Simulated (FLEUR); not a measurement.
A self-consistent single point of NbC (P6_3/mmc, 4 atoms in the cell) with FLEUR.

Computed with PBEsol, all-electron FLAPW (FLEUR), scalar-relativistic valence.

The change in words: lattice scaled by 0.98. Reference geometry:
```yaml
crystal:
  lattice:
    - [3.68897, 0.00000, 0.00000]
    - [-1.84449, 3.19475, 0.00000]
    - [0.00000, 0.00000, 4.43994]
  atoms:
    - { symbol: Nb, position: [0.33333, 0.66667, 0.25000] }
    - { symbol: Nb, position: [0.66667, 0.33333, 0.75000] }
    - { symbol: C, position: [0.33333, 0.66667, 0.75000] }
    - { symbol: C, position: [0.66667, 0.33333, 0.25000] }
```

Reference input (self-consistent single point, DFT, PBEsol, all-electron FLAPW (FLEUR), scalar-relativistic valence): Kmax = 4.4 1/bohr; GmaxXC = 17.6 1/bohr; xcFunctional = PBEs; jspins = 1; l_soc = F; mode = hist; fermiSmearingEnergy = 0.00499791 Htr; mesh (inpgen div1-3) = 8 8 6; inpgen gamma flag = true; Gmax = 17.6 1/bohr; numbands = 0; maxIterBroyd = 15. This run's input differs from it in these lines:

```diff
@@ -3,6 +3,6 @@
 &input film=f /
-1.0000000000 0.0000000435 0.0000000000
--0.5000000377 0.8660253820 0.0000000000
-0.0000000000 0.0000000000 1.2035711662
-6.9711493801
+1.0000000000 -0.0000000058 0.0000000000
+-0.4999999950 0.8660254067 0.0000000000
+0.0000000000 0.0000000000 1.2035710646
+6.8317267180
 1.0 1.0 1.0
@@ -46,5 +46,5 @@
          <bravaisMatrix>
-            <row-1>    6.9711493801000000     0.0000003032449980     0.0000000000000000</row-1>
-            <row-2>   -3.4855749528623319     6.0371923048801657     0.0000000000000000</row-2>
-            <row-3>    0.0000000000000000     0.0000000000000000     8.3902743891613643</row-3>
+            <row-1>    6.8317267179999996    -0.0000000396240150     0.0000000000000000</row-1>
+            <row-2>   -3.4158633248413661     5.9164489094192056     0.0000000000000000</row-2>
+            <row-3>    0.0000000000000000     0.0000000000000000     8.2224685990395230</row-3>
          </bravaisMatrix>
```

The program printed (abridged):

```
 Iteration:     1   Distance:      32.46988354 me/bohr^3
 Iteration:     2   Distance:      27.56565647 me/bohr^3
 Iteration:     3   Distance:       9.09477038 me/bohr^3
 Iteration:     4   Distance:       8.48989625 me/bohr^3
 Iteration:     5   Distance:       2.14234618 me/bohr^3
   [... 8 lines left out ...]
 Iteration:    14   Distance:       0.00003011 me/bohr^3
 Iteration:    15   Distance:       0.00001316 me/bohr^3
 Iteration:    16   Distance:       0.00001187 me/bohr^3
 Iteration:    17   Distance:       0.00000492 me/bohr^3
 Run finished successfully
 Stop message:
   Structural relaxation: Done

[file out, last iteration]
             iter=     18
[...]
          total density-effective poten   -1.2534579138E+04
          total charge density-energy d   -2.4453767540E+02
 Updated energy parameters for spin:           1
[...]
 fermi energy and band-weighting factors:
    0.799433    0.806042    0.806042

[...]
FERMIE:
          first approx. to ef    (T=0)  :   0.507852 htr   (energy of the highest occ. eigenvalue)
          number of occ. states  (T=0)  :        680
          first approx. to seigv (T=0)  :  -8.108022 htr
          sum of weights of occ. states :  17.059896
          sum of semicore charge        :   0.000000 e
FERHIS:  Fermi-Energy by histogram:
          bandgap                     :   0.003718 htr
   [... lines left out ...]
          charge neutrality (T=0)     :   0.119792    (zero if the highest occ. eigenvalue is "entirely" occupied)
     EF_NEWTON:  Adjust Fermi-Energy by Newton-Method.
 Direct bandgap for spin            1 :    1.2382159298170214E-002  Htr
 ---->    free energy=                     -7712.7216320712 htr
   [... lines left out ...]
      extrapolation for T->0
 ---->    total electron energy=           -7712.7197743053 htr
 ***** TOTAL FORCES ON ATOMS *****
 TOTAL FORCE FOR ATOM TYPE=  1  X=  3.416   Y= -1.972   Z=  2.056
                       FX_TOT= 0.000000 FY_TOT= 0.000000 FZ_TOT= 0.000000
 TOTAL FORCE FOR ATOM TYPE=  2  X=  3.416   Y= -1.972   Z= -2.056
                       FX_TOT= 0.000000 FY_TOT= 0.000000 FZ_TOT= 0.000000
 Structural relaxation: Done
```

The run converged in 17 iterations. FLEUR gives forces in its relaxation mode, with a further iteration, so its stop message speaks of a relaxation. Against the reference run the free energy goes up by 24.3 meV/atom.

The starting cell comes from a database of computed structures (which also holds hypothetical and non-ambient phases and stackings), without a prior relaxation at this level. Its lattice was rescaled by a random factor within 2.5 % of one. For this run, on top of that: lattice scaled by 0.98. Spin polarisation is off. Values depend on the basis (sphere radii, cutoffs, local orbitals), which need not be converged. The log's line on a gap gives a spacing of levels on this mesh, which the program prints for metals too.

Cost on one core of a shared machine: roughly 60 s.
